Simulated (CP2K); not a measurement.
CP2K run on CaAlSiH (P1, 4 atoms in the cell): self-consistent single point.

Method: CP2K with LDA (Pade form), GPW, DZVP-MOLOPT-SR-GTH basis, GTH-PADE potentials (GTH_POTENTIALS).

```
CaAlSiH
1.0
    4.14328     0.00000     0.00000
   -2.07164     3.58819     0.00000
    0.00000     0.00000     4.69823
Ca Al Si H
1 1 1 1
Direct
  0.99532   0.99900   0.99846
  0.66927   0.32922   0.45868
  0.33190   0.66752   0.56724
  0.67017   0.33760   0.08232
```

Reference input (self-consistent single point, DFT PBEsol, GPW, DZVP-MOLOPT-SR-GTH basis, GTH-PBE potentials (GTH_POTENTIALS)): CUTOFF = 500 Ry; REL_CUTOFF = 40 Ry; SMEAR/METHOD = FERMI_DIRAC; ELECTRONIC_TEMPERATURE = 232.09 K; KPOINTS/SCHEME = MONKHORST-PACK 8 8 6; GAMMA_CENTERED = T; XC_FUNCTIONAL = PBE:PBESOL; Ca/BASIS_SET = DZVP-MOLOPT-SR-GTH-q10; Ca/POTENTIAL = GTH-PBE-q10; Al/BASIS_SET = DZVP-MOLOPT-SR-GTH-q3; Al/POTENTIAL = GTH-PBE-q3; Si/BASIS_SET = DZVP-MOLOPT-SR-GTH-q4. This run's input differs from it in these lines:

```diff
@@ -44,6 +44,3 @@
     &XC
-      &XC_FUNCTIONAL
-        &PBE
-          PARAMETRIZATION PBESOL
-        &END PBE
+      &XC_FUNCTIONAL PADE
       &END XC_FUNCTIONAL
@@ -80,3 +77,3 @@
       BASIS_SET DZVP-MOLOPT-SR-GTH-q10
-      POTENTIAL GTH-PBE-q10
+      POTENTIAL GTH-PADE-q10
     &END KIND
@@ -84,3 +81,3 @@
       BASIS_SET DZVP-MOLOPT-SR-GTH-q3
-      POTENTIAL GTH-PBE-q3
+      POTENTIAL GTH-PADE-q3
     &END KIND
@@ -88,3 +85,3 @@
       BASIS_SET DZVP-MOLOPT-SR-GTH-q4
-      POTENTIAL GTH-PBE-q4
+      POTENTIAL GTH-PADE-q4
     &END KIND
@@ -92,3 +89,3 @@
       BASIS_SET DZVP-MOLOPT-SR-GTH-q1
-      POTENTIAL GTH-PBE-q1
+      POTENTIAL GTH-PADE-q1
     &END KIND
```

Output (repeated stretches shortened):

```
 SCF WAVEFUNCTION OPTIMIZATION

  Step     Update method      Time    Convergence         Total energy    Change
     1 NoMix/Diag. 0.40E+00      -     1.83399157       -43.6100339204 -4.36E+01
     2 Broy./Diag. 0.40E+00      -     0.02073517       -43.4538844863  1.56E-01
     3 Broy./Diag. 0.40E+00      -     0.04953629       -43.3524935960  1.01E-01
     4 Broy./Diag. 0.40E+00      -     0.01009724       -43.4061984451 -5.37E-02
     5 Broy./Diag. 0.40E+00      -     0.00393219       -43.4193522093 -1.32E-02
     6 Broy./Diag. 0.40E+00      -     0.00119212       -43.4217288913 -2.38E-03
   [... 7 lines left out ...]
    14 Broy./Diag. 0.40E+00      -     0.00000033       -43.4204991264  1.39E-06
    15 Broy./Diag. 0.40E+00      -     0.00000059       -43.4205033842 -4.26E-06
    16 Broy./Diag. 0.40E+00      -     0.00000016       -43.4205051558 -1.77E-06
    17 Broy./Diag. 0.40E+00      -     0.00000006       -43.4205055109 -3.55E-07
  *** SCF run converged in    17 steps ***

  Overlap energy of the core charge distribution:               0.00000000001210
  Self energy of the core charge distribution:                -89.64236011322598
  Core Hamiltonian energy:                                     20.57943917069325
  Hartree energy:                                              33.02682521714868
  Exchange-correlation energy:                                 -7.38440570988377
  Electronic entropic energy:                                  -0.00000407565919
  Fermi energy:                                                 0.21842376346642

  Total energy:                                               -43.42050551090481
  Total energy (extrapolated to T->0):                        -43.42050347307521

   [... lines left out ...]

 STRESS| Analytical stress tensor [bar]
 STRESS|                        x                   y                   z
 STRESS|      x       -4.11717395444E+04   2.43402944662E+03   2.05196206260E+03
 STRESS|      y        2.43402944662E+03  -3.82585666545E+04  -3.02855553347E+02
 STRESS|      z        2.05196206260E+03  -3.02855553347E+02  -3.98857218876E+04
 STRESS| 1/3 Trace                                            -3.97720093622E+04
```

The run converged in 17 iterations. Against the reference run the pressure goes from -1.09 to -3.98 GPa and the largest force hardly changes (0.413 to 0.410 eV/Å).

The starting cell comes from a database of computed structures (which also holds hypothetical and non-ambient phases and stackings), without a prior relaxation at this level. Its atoms were displaced at random from the sites of space group no. 156. Values carry the incompleteness of an atom-centred basis. With a pressure of about -4 GPa the cell is away from its equilibrium volume at this level.

Cost on one core of a shared machine: roughly 30 s.
